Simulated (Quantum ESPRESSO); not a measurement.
## Short convergence ladders for LaNiGe₃ (I4mm, 5 atoms in the cell)

```yaml
crystal:
  lattice:
    - [-2.19443, 2.19443, 4.82653]
    - [2.19443, -2.19443, 4.82653]
    - [2.19443, 2.19443, -4.82653]
  atoms:
    - { symbol: La, position: [0.57708, 0.57708, 0.00000] }
    - { symbol: Ni, position: [0.23409, 0.23409, 0.00000] }
    - { symbol: Ge, position: [0.82993, 0.32993, 0.50000] }
    - { symbol: Ge, position: [0.32993, 0.82993, 0.50000] }
    - { symbol: Ge, position: [0.99096, 0.99096, 0.00000] }
```

Base method: LDA (PZ), GBRV 1.5 ultrasoft (LDA) pseudopotentials (plane waves; Quantum ESPRESSO).

Base settings: ecutwfc = 50 Ry; ecutrho = 400 Ry; occupations = smearing; smearing = gaussian; degauss = 0.0073499 Ry; potentials = {La: la_lda_v1.uspp.F.UPF, Ni: ni_lda_v1.4.uspp.F.UPF, Ge: ge_lda_v1.4.uspp.F.UPF}; K_POINTS = automatic 4 4 4 0 0 0; conv_thr = 1e-11 Ry.

The count of work is k-points × plane waves × bands × iterations; it is no time. 

**The plane-wave cutoff**

Moved along: ecutrho.

The second cell is the first with its lattice scaled by 0.98.

The mesh stays at the base's, so the ladder's end is converged at best in this setting alone.

Only quantities that move along the ladder and can be compared are tabulated.

| ecutwfc | free energy less the last step's (meV/atom) | energy of the compressed cell less the first (meV/atom) | pressure (GPa) | largest difference of a force vector from the last step's (eV/Å) | count of work / last |
|---|---|---|---|---|---|
| 17.5 Ry | 35355.46 | -322.91 | -1147.77 | 0.262 | 0.19 |
| 28 Ry | 1155.88 | 0.21 | -69.03 | 0.028 | 0.30 |
| 50 Ry | 1.58 | -6.32 | -4.10 | 0.000 | 0.76 |
| 60 Ry | 0.00 | -6.30 | -4.04 | 0.000 | 1.0 |

Coarsest ecutwfc that holds the forces within 0.005 eV/Å of the last step, with all finer ones: 50 Ry; the step before is off by 0.028 eV/Å.

Coarsest ecutwfc that holds the free energy within 5 meV/atom of the last step, with all finer ones: 50 Ry; the step before is off by 1200 meV/atom.

Coarsest ecutwfc that holds the pressure within 0.2 GPa of the last step, with all finer ones: 50 Ry; the step before is off by 65 GPa.

At the lowest cutoff the pressure lies 1140 GPa under the last step's, the usual sign of Pulay stress in an incomplete plane-wave basis.

**The density cutoff**

The mesh stays at the base's, so the ladder's end is converged at best in this setting alone.

Only quantities that move along the ladder and can be compared are tabulated.

| ecutrho | free energy less the last step's (meV/atom) | pressure (GPa) | largest difference of a force vector from the last step's (eV/Å) |
|---|---|---|---|
| 100 Ry | -7.32 | -3.34 | 0.024 |
| 150 Ry | -0.34 | -4.06 | 0.001 |
| 200 Ry | 0.03 | -4.10 | 0.000 |
| 300 Ry | 0.00 | -4.10 | 0.000 |
| 400 Ry | 0.00 | -4.10 | 0.000 |
| 500 Ry | 0.00 | -4.10 | 0.000 |

Coarsest ecutrho that holds the free energy within 1 meV/atom of the last step, with all finer ones: 150 Ry; the step before is off by 7.3 meV/atom.

Coarsest ecutrho that holds the pressure within 0.05 GPa of the last step, with all finer ones: 150 Ry; the step before is off by 0.76 GPa.

Coarsest ecutrho that holds the forces within 0.005 eV/Å of the last step, with all finer ones: 150 Ry; the step before is off by 0.024 eV/Å.

On the base run: the starting cell comes from a database of computed structures (which also holds hypothetical and non-ambient phases and stackings), without a prior relaxation at this level. Its lattice was rescaled by up to half a per cent. One atom was moved a little off its site on purpose. Spin polarisation is off. In the base run, with a pressure of about -4 GPa the cell is away from its equilibrium volume at this level. Without a gap this mesh is coarse (it stands for a supercell whose shortest vector is 18 Å).
